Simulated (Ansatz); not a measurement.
We consider AlB2-type HfB₂, described by PBEsol+SOC in Ansatz (plane waves, PAW).

Settings: plane-wave cutoff 520 eV, 24×24×16 k mesh (along the axes of the cell as run), Fermi–Dirac smearing 0.05 eV, PAW data made under PBE.

Cell (relaxed at this level):

```
CELL_PARAMETERS angstrom
      1.56354    -2.70813     0.00000
      1.56354     2.70813     0.00000
      0.00000     0.00000     3.44200
ATOMIC_POSITIONS crystal
  Hf 0.00000 0.00000 0.00000
  B  0.33333 0.66667 0.50000
  B  0.66667 0.33333 0.50000
```

Problem. What does this level give for the bulk modulus B0 and pressure derivative B′ of the bulk modulus?

Solution. 
* **bulk modulus B0**: 261 GPa
* **pressure derivative B′ of the bulk modulus**: 3.9

The run finds no gap.

Measured, for comparison: bulk modulus 282 GPa (room temperature, no zero-point or thermal correction, hydrostatic curve from radial diffraction; as tabulated in Experimental and computational studies of compression and deformation behavior …). Computed (rounded) less measured: bulk modulus -7 %.

Note: the bulk modulus comes from volumes at which shape and atoms were relaxed.

Computing time: roughly 40 core-minutes.

Ansatz is a quantum-chemistry and plane-wave program.
